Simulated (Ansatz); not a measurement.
**BN (model structure, started from the PtS type, P4₂/mmc, No. 131, 4 atoms in the cell): properties by level of theory**

```tsv
level (code)	lattice parameter a (Å)	c axis length (Å)
PBE (Ansatz)	2.497	4.308
PBEsol (Ansatz)	2.478	4.288
PBE-D3(BJ) (Ansatz)	2.481	4.293
```

Ansatz's density-functional and Hartree–Fock values are scalar-relativistic unless marked +SOC, with PAW data made under PBE.

The computed numbers hold no vibrational or temperature effects.

A model structure was made by putting elements into a prototype or built by hand; it is no filed structure, need not be a known phase, and can be a saddle point held by its symmetry.

Ansatz is a program for electronic structure.
